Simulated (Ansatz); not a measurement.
Defect migration in rutile TiO2: Nb-vacancy pair (Nb on one host Ti site, one O site vacant), charge state +3. The step: a nearby O atom hops onto the vacant site (Nb-vacancy distance between ideal sites 1.96 → 3.52 Å); the atom moves 2.66 Å along (-0.47, 0.10, 0.48) of the unit cell; the moving atom starts with neighbours O at 2.51; 2 Ti at 1.95, Ti at 2.03 Å and ends with Nb at 2.05; Ti at 1.97, Ti at 1.99 Å. A PBE band in Ansatz (plane-wave PAW, one k-point at (0.250, 0.250, 0.250), 72 host sites, 172 SCF runs with any check of the saddle's order, static, no finite-size correction) gives a forward barrier of 0.77 eV. The saddle point's order was not checked. The charge state is imposed; whether it is stable for some Fermi level was not computed. Forms of the defect that were not tried may lie lower. The start lies 0.53 eV above the lowest site run (PBE).

Single points at the band's start and saddle point can refine it. Rough cost of one point, in units of the band's mean SCF on the same machine:

```tsv
Level	Cost of one point
PBE, a 2×2×2 k-point mesh shifted by half a step	about 5
r2SCAN at 500 eV, one k-point at (0.250, 0.250, 0.250)	about 4
```

**Question.** Which of these move the barrier by more than 0.1 eV, and how far does each move it?

**Answer.** Not one does. PBE, a 2×2×2 k-point mesh shifted by half a step: 0.00 eV; r2SCAN at 500 eV, one k-point at (0.250, 0.250, 0.250): +0.07 eV. Each functional is compared with PBE at the same k-points.

Ansatz is a quantum-chemistry and plane-wave program.
